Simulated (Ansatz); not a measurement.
**Ti on the Mg site (rock-salt MgO host)**

Computed with PBE, PAW (plane waves to 420 eV; Ansatz, a program for electronic structure). The supercell holds 64 host sites (2×2×2 repeats of the unit cell), with a 2×2×2 shifted k-point sampling for the final energies. Site at the start: the Mg site. Energies of charged states are corrected for periodic images (point charge plus alignment at distant sites). Dielectric constants: PBE linear response of the host. Host gap at this level: 4.46 eV. These values are not converged in cell size to better than tenths of an eV. The semilocal functional narrows the gap, so deep levels can fall outside it. Spin–orbit coupling is left out, and no Hubbard U is applied to the open shells. Each state is the lowest found from its start.

Formation energies E_f are given with the Fermi level at the valence-band maximum. Chemical conditions: Mg-rich (Δμ(Mg) = 0.00 eV, Δμ(Ti) = -0.073 eV, bounded by Ti3O (P-31c); only phases computed here count, gases as isolated molecules at 0 K); O-rich (Δμ(Mg) = -5.37 eV, Δμ(Ti) = -9.15 eV, bounded by anatase TiO2; only phases computed here count, gases as isolated molecules at 0 K). Reference phases: Mg: hcp Mg, Ti: hcp Ti.

| charge | moment (μB) | point group | largest move off a lattice site (Å) | image correction with alignment (eV) | E_f, Mg-rich (eV) | E_f, O-rich (eV) | above the lowest spin state (eV) |
|---|---|---|---|---|---|---|---|
| +2 | not spin-polarised | Oh | 0.12 | 1.14 | -4.24 | -0.53 | 0.00 |
| +1 | 1.0 | near Oh | 0.09 | 0.37 | -1.73 | 1.98 | 0.00 |
| 0† | 2.0 | – | 0.09 | 0.00 | 2.23 | 5.94 | 0.00 |
| 0* | not spin-polarised | – | 0.04 | – | – | – | 0.86 |
| −1† | 3.0 | – | 0.11 | 0.00 | – | – | 0.00 |
| −1† | 3.0 | – | 0.11 | 0.00 | – | – | 0.00 |

* At this level the carrier isn't localised at the defect: . Such a state is shallow or no state of the defect, and this cell gives it no level.

† Not settled in this cell, so no level is given: charge 0: a level filled in part; charge −1: level within 0.1 eV of a band edge or past it.

Point groups are those of the whole cell at tolerances of 0.03 and 0.1 Å ("near" where only the looser one holds); none is given for unsettled states.

Starting moments that weren't kept: charge −1 began with 1 μB and ended with 3.0.

Transition levels above the valence-band maximum: ε(+2/+1) = 2.51 eV. With a charge missing or unsettled, these needn't be thermodynamic levels.

All states together cost very roughly 6 core-hours.
